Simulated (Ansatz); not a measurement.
What isotropic strain −0.60 % does to Ag2O

Consider Ag2O (space group Pn-3m, No. 224; a = 4.707 Å).

Perturbation: every lattice vector is shortened by 0.60 %, atoms relaxed at fixed cell.

Calculations: PBEsol in Ansatz (plane waves to 420 eV, PAW, no spin-orbit coupling). k-mesh 7×7×7 (Γ-centred); smearing 0.05 eV (Fermi–Dirac).

```csv
quantity,base,changed,shift
volume per atom,17.38 Å³,17.07 Å³,-0.31 Å³
space group,Pn-3m (No. 224),Pn-3m (No. 224),–
shortest interatomic distance,2.038 Å,2.026 Å,-0.012 Å
energy relative to the base (free energy F),0 meV/atom,+1.6 meV/atom,+1.6 meV/atom
pressure,0.0 GPa,1.7 GPa,+1.7 GPa
band gap,zero,zero,–
```

Final structure:

```
Ag2O
1.0
    4.67848     0.00000     0.00000
    0.00000     4.67848     0.00000
    0.00000     0.00000     4.67848
Ag O
4 2
Direct
  0.75000   0.25000   0.75000
  0.25000   0.75000   0.75000
  0.75000   0.75000   0.25000
  0.25000   0.25000   0.25000
  0.00000   0.00000   0.00000
  0.50000   0.50000   0.50000
```

Cost of the whole job for the changed cell (relaxation, final SCF and bands): roughly 20 core-seconds.

No phonon test of stability was made. No Hubbard U is applied, and correlation can decide whether such a compound is a metal. The final runs are not spin-polarised. Gaps under 0.05 eV, about the width of the smearing, are given as zero. A zero or small gap of Ag2O can be the functional's error rather than a property of the material.

Ansatz is a first-principles code.
